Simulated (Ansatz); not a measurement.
The starting structures come from a database of crystals and need not be the phases stable at ambient conditions.

Tunnelling through a barrier is set by its complex band structure: the current falls as exp(−2κd) with the smallest κ.

Consider the following.

```xyz
10
Lattice="6.6910 0.0000 0.0000 -2.1538 6.3706 0.0000 -1.0769 3.1853 5.9052" Properties=species:S:1:pos:R:3 pbc="T T T"
Ga     1.1536     6.5671     2.9350
Ga    -1.1150     3.3819     2.9702
Ga     2.2777     3.1846     1.0103
Ga    -2.1447     6.3699     4.8950
Se     4.5074     4.2181     0.9245
Se     0.0850     7.4034     4.9807
Se     2.1479     0.8499     1.0042
Se     4.4165     4.0352     4.9010
Se     1.2312     4.1022     3.0430
Se     3.4998     7.2875     2.8623
```

Space group of this cell: Cc. The cell is taken as given; by PBEsol its mean pressure is -0.5 GPa.

Transport runs along the normal of the first two printed cell vectors.

No gap correction and no spin-orbit coupling; mid-gap values are interpolated between computed energies.

Question: Give the band gap and the smallest decay constant κ at mid-gap that PBEsol in Ansatz (a program for electronic structure) yields.

Answer: Gap 1.09 eV on a 6×6×6 mesh; κ = 0.107 1/Å, at the zone centre.
